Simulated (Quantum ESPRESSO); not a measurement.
Input and output of a self-consistent single point for Ti2Zn (I4/mmm, 3 atoms in the cell) (Quantum ESPRESSO).

Method: PBEsol, GBRV 1.5 ultrasoft (PBESOL) pseudopotentials (plane waves; Quantum ESPRESSO).

The change in words: lattice scaled by 0.98. Reference geometry:
```
Ti2Zn
1.0
    1.51052    -1.51052     5.29217
    1.51052     1.51052     5.29217
   -1.51052    -1.51052     5.29217
Ti Zn
2 1
Direct
  0.00000   0.66374   0.66374
  0.00000   0.33626   0.33626
  0.00000   0.00000   0.00000
```

Reference input (self-consistent single point, DFT, PBEsol, plane waves, GBRV 1.5 ultrasoft (PBESOL) pseudopotentials): ecutwfc = 50 Ry; ecutrho = 400 Ry; occupations = smearing; smearing = gaussian; degauss = 0.0036749 Ry; potentials = {Ti: ti_pbesol_v1.4.uspp.F.UPF, Zn: zn_pbesol_v1.uspp.F.UPF}; K_POINTS = automatic 10 10 10 0 0 0; conv_thr = 1e-10 Ry; mixing_beta = 0.7. This run's input differs from it in these lines:

```diff
@@ -10,4 +10,4 @@
    ibrav = 7
-   celldm(1) = 5.70891931
-   celldm(3) = 3.5035534238
+   celldm(1) = 5.59474206
+   celldm(3) = 3.5035529840
    nat = 3
@@ -28,4 +28,4 @@
 ATOMIC_POSITIONS alat
-Ti    0.00000000    0.00000000    2.32544855
-Ti    0.00000000    0.00000000    1.17810487
+Ti    0.00000000    0.00000000    2.32544826
+Ti    0.00000000    0.00000000    1.17810473
 Zn    0.00000000    0.00000000    0.00000000
```

Log, with long lists cut:

```
     Self-consistent Calculation

     iteration #  1     ecut=    50.00 Ry     beta= 0.70

     total energy              =    -598.45448833 Ry
     estimated scf accuracy    <     127.72259506 Ry

     iteration #  2     ecut=    50.00 Ry     beta= 0.70

     total energy              =    -658.91764328 Ry
     estimated scf accuracy    <     484.61541945 Ry

     iteration #  3     ecut=    50.00 Ry     beta= 0.70

     negative rho (up, down):  3.617E-06 0.000E+00

     total energy              =    -704.06943198 Ry
     estimated scf accuracy    <      43.46536622 Ry

   [... 17 blocks of this kind left out ...]

     iteration # 21     ecut=    50.00 Ry     beta= 0.70

     negative rho (up, down):  1.371E-03 0.000E+00

     total energy              =    -699.56820972 Ry
     estimated scf accuracy    <          7.2E-10 Ry

     iteration # 22     ecut=    50.00 Ry     beta= 0.70

     negative rho (up, down):  1.371E-03 0.000E+00
     End of self-consistent calculation

     Number of k-points >= 100: set verbosity='high' to print the bands.

     the Fermi energy is    14.6670 ev

!    total energy              =    -699.56820972 Ry
     estimated scf accuracy    <          3.4E-12 Ry
     smearing contrib. (-TS)   =      -0.00027216 Ry
     internal energy E=F+TS    =    -699.56793756 Ry

     convergence has been achieved in  22 iterations

     negative rho (up, down):  1.371E-03 0.000E+00

     Forces acting on atoms (cartesian axes, Ry/au):

     atom    1 type  1   force =     0.00000000   -0.00000000   -0.00188684
     atom    2 type  1   force =     0.00000000    0.00000000    0.00188684
     atom    3 type  2   force =     0.00000000    0.00000000   -0.00000000

     Total force =     0.002668     Total SCF correction =     0.000003

     negative rho (up, down):  1.371E-03 0.000E+00
          total   stress  (Ry/bohr**3)                   (kbar)     P=       43.99
   0.00028110   0.00000000  -0.00000000           41.35        0.00       -0.00
  -0.00000000   0.00028110   0.00000000           -0.00       41.35        0.00
  -0.00000000   0.00000000   0.00033494           -0.00        0.00       49.27

   JOB DONE.
```

The run converged in 22 iterations. Against the reference run the free energy rises by 3.8 meV/atom, the pressure goes from -3.30 to 4.40 GPa and the largest force goes from 0.038 to 0.049 eV/Å.

The starting cell comes from a database of computed structures (which also holds hypothetical and non-ambient phases and stackings), without a prior relaxation at this level. For this run, on top of that: lattice scaled by 0.98. Spin polarisation is off. With a pressure of about 4 GPa the cell is away from its equilibrium volume at this level.

Cost on one core of a shared machine: roughly 6 min.
